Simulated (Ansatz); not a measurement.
Al2O3: response to strain

Take Al$_{2}$O$_{3}$ in the corundum structure (space group R-3c, No. 167) as the base.

```yaml
crystal:
  lattice:
    - [2.38689, 1.37807, 4.33822]
    - [-2.38689, 1.37807, 4.33822]
    - [0.00000, -2.75614, 4.33822]
  atoms:
    - { symbol: Al, position: [0.64792, 0.64792, 0.64792] }
    - { symbol: Al, position: [0.14792, 0.14792, 0.14792] }
    - { symbol: Al, position: [0.35208, 0.35208, 0.35208] }
    - { symbol: Al, position: [0.85208, 0.85208, 0.85208] }
    - { symbol: O, position: [0.75000, 0.44414, 0.05586] }
    - { symbol: O, position: [0.05586, 0.75000, 0.44414] }
    - { symbol: O, position: [0.25000, 0.55586, 0.94414] }
    - { symbol: O, position: [0.55586, 0.94414, 0.25000] }
    - { symbol: O, position: [0.94414, 0.25000, 0.55586] }
    - { symbol: O, position: [0.44414, 0.05586, 0.75000] }
```

Cartesian axes are those of the cell as printed.

Strains are applied to the cell and any free atomic positions relax.

Level of theory: Ansatz (a first-principles code), PBEsol, PAW, cutoff 420 eV, spin-orbit coupling left out.

Notes on the quantities. energy relative to the base: free energy F.

| case | shortest interatomic distance | electron mass | energy relative to the base |
|---|---|---|---|
| base | 1.861 Å | 0.40 mₑ along c, 0.37 mₑ across (at Γ) | 0 meV/atom |
| uniaxial strain ε_zz = −2.25 % | 1.850 Å | 0.43 mₑ along z, 0.37 mₑ across (at Γ) | +6.5 meV/atom |
| uniaxial strain ε_zz = −1.50 % | 1.853 Å | 0.42 mₑ along z, 0.37 mₑ across (at Γ) | +2.9 meV/atom |
| uniaxial strain ε_zz = −0.75 % | 1.858 Å | 0.41 mₑ along z, 0.37 mₑ across (at Γ) | +0.7 meV/atom |

The levels and masses belong to the bands next to the band gap. Effective masses come from finite differences of ±0.01 Å⁻¹. Whether these cells are dynamically stable was not tested.
